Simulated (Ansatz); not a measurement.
The reference is BeS in the zinc blende structure (space group F-43m, No. 216).

```xyz
2
Lattice="0.0000 2.4343 2.4343 2.4343 0.0000 2.4343 2.4343 2.4343 0.0000" Properties=species:S:1:pos:R:3 pbc="T T T"
S      3.6514     3.6514     3.6514
Be     0.0000     0.0000     0.0000
```

Calculations: Ansatz (an electronic-structure program), r2SCAN, PAW, cutoff 500 eV, spin-orbit coupling left out.

Carriers are added at fixed cell with a uniform background; the Fermi–Dirac width is that of 300 K.

One change was made to it. Results:

```json
[
 {"quantity": "Fermi level relative to the doped band's edge (positive inside the band; to 0.05 eV)", "base": "–", "after": "+0.10 eV"},
 {"quantity": "gap character", "base": "indirect, Γ → X", "after": "indirect, Γ → X"},
 {"quantity": "gap between the host's bands", "base": "3.59 eV", "after": "3.60 eV"}
]
```

**Question.** Name the change that was made.
A) electrons 7.0×10^20 cm⁻³
B) holes 2.0×10^22 cm⁻³
C) electrons 1.5×10^21 cm⁻³
D) holes 5.0×10^20 cm⁻³

**Answer.** D, holes 5.0×10^20 cm⁻³. For comparison, the Fermi level from band edge in the other runs: electrons 7.0×10^20 cm⁻³ gives +0.30 eV; holes 2.0×10^22 cm⁻³ gives +0.95 eV; electrons 1.5×10^21 cm⁻³ gives +0.50 eV.

Charged cell with a jellium background: band edges are those of the host's band count, energies are not comparable with the neutral cell, and many-body gap narrowing is missing. No phonon test of stability was made.
